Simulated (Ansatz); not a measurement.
A calculation on TiSi2 (Cmcm, No. 63, 6 atoms in the cell; start mp-1077503; a measured phase of this formula has another space group) returned equilibrium volume per atom 13.87 Å³/atom, formation enthalpy -0.673 eV/atom.

Question: Which level of theory produced these numbers?
A) r²SCAN (Ansatz (a program for electronic structure))
B) r²SCAN-D4 (Ansatz)
C) PBE-D4 (Ansatz)
D) r²SCAN+rVV10 (Ansatz)

Answer: C, PBE-D4 (Ansatz)

The others give: r²SCAN-D4 14.00 Å³/atom, -0.590 eV/atom; r²SCAN+rVV10 14.08 Å³/atom, -0.582 eV/atom; r²SCAN 14.16 Å³/atom, -0.553 eV/atom.

Unless a cell is named, each level is at its own relaxed cell (PBE-D4 13.87, r²SCAN 14.16, r²SCAN-D4 14.00, r²SCAN+rVV10 14.08 Å³/atom).

The crystal itself was run without spin with r²SCAN-D4, r²SCAN+rVV10, r²SCAN, PBE-D4; a magnetic state was not tried in these runs.

Caveats: the relaxation could not lower the start's symmetry, so the cell can be a saddle point above a distorted one (r²SCAN-D4, r²SCAN+rVV10, r²SCAN, PBE-D4). Ansatz's density-functional and Hartree–Fock values are scalar-relativistic unless marked +SOC, with PAW data made under PBE.

A start named mp-… is a Materials Project structure, which need not be a measured phase.
